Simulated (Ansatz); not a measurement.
**Lattice parameter c of Ge₂Sb₂Te₅ (model structure, started from the Ge2Sb2Te5-Kooi type, P-3m1, No. 164, 9 atoms in the cell) at several levels of theory**

No measured value is used here.

```json
[
 {"level (code)": "PBE (Ansatz)", "value (Å)": "17.543"},
 {"level (code)": "PBEsol (Ansatz)", "value (Å)": "16.828"},
 {"level (code)": "PBE-D3(BJ) (Ansatz)", "value (Å)": "16.831"}
]
```

PBE-D3(BJ): a distance lies near a switch of the dispersion term, which can move the cell. Ansatz's density-functional and Hartree–Fock values are scalar-relativistic unless marked +SOC, with PAW data made under PBE.

A model structure was made by putting elements into a prototype or built by hand; it is no filed structure, need not be a known phase, and can be a saddle point held by its symmetry.

Ansatz is a program for electronic structure.
